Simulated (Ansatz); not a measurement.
# Effect of pressure −2 GPa on GaAs

The reference is GaAs in the zinc blende structure (space group F-43m, No. 216; a = 5.659 Å).

It is then changed as follows: a negative pressure, −2 GPa.

Computed with Ansatz (an electronic-structure program) PBEsol, no spin-orbit coupling. k-mesh 10×10×10 (Γ-centred); smearing 0.05 eV (Fermi–Dirac).

Volume per atom: 23.37 Å³ (base 22.65 Å³)
Density: 5.14 g/cm³ (base 5.30 g/cm³)
Lattice parameter a: 5.718 Å (base 5.659 Å)
Shortest interatomic distance: 2.476 Å (base 2.450 Å)
Band gap: 0.19 eV (base 0.42 eV)
Gap character: direct at Γ (base direct at Γ)
Mean gap deformation potential ΔEg/Δln V: -7.3 eV
Width of the top valence band: 3.22 eV (base 3.36 eV)
Valley order (the lowest conduction-band minima on the path, energy above the VBM, named in the base's zone): Γ 0.19 eV; L along ⟨111⟩ 0.84 eV; a point along ⟨100⟩, about 1.0 Å⁻¹ from Γ 1.37 eV (base Γ 0.42 eV; L along ⟨111⟩ 0.92 eV; a point along ⟨100⟩, about 1.0 Å⁻¹ from Γ 1.32 eV)

Load acts through the strain it causes; cell and atoms are relaxed under it. No phonon test of stability was made. The zero or small gap of GaAs under pressure −2 GPa can change with the level of theory.
